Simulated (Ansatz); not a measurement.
The starting structures come from a database of crystals and need not be the phases stable at ambient conditions.

Input:

```
BiIS
1.0
    4.15634     0.00000     0.00000
    0.00000     8.45480     0.00000
    0.00000     0.00000    10.19572
Bi S I
4 4 4
Direct
  0.75000   0.86206   0.87729
  0.25000   0.13794   0.12271
  0.25000   0.63794   0.37729
  0.75000   0.36206   0.62271
  0.25000   0.83922   0.05256
  0.75000   0.16078   0.94744
  0.75000   0.66078   0.55256
  0.25000   0.33922   0.44744
  0.75000   0.99250   0.33157
  0.25000   0.00750   0.66843
  0.25000   0.50750   0.83157
  0.75000   0.49250   0.16843
```

Space group of this cell: Pnma. The cell was relaxed by PBE-D3(BJ); by PBEsol its mean pressure is -0.6 GPa.

Transport runs along the normal of the first two printed cell vectors.

No gap correction and no spin-orbit coupling; mid-gap values are interpolated between computed energies.

Q: State the band gap and the smallest decay constant κ at mid-gap according to PBEsol (Ansatz, a program for electronic structure).

A: Gap 1.65 eV on a 8×4×4 mesh; κ = 0.168 1/Å, at the zone centre.
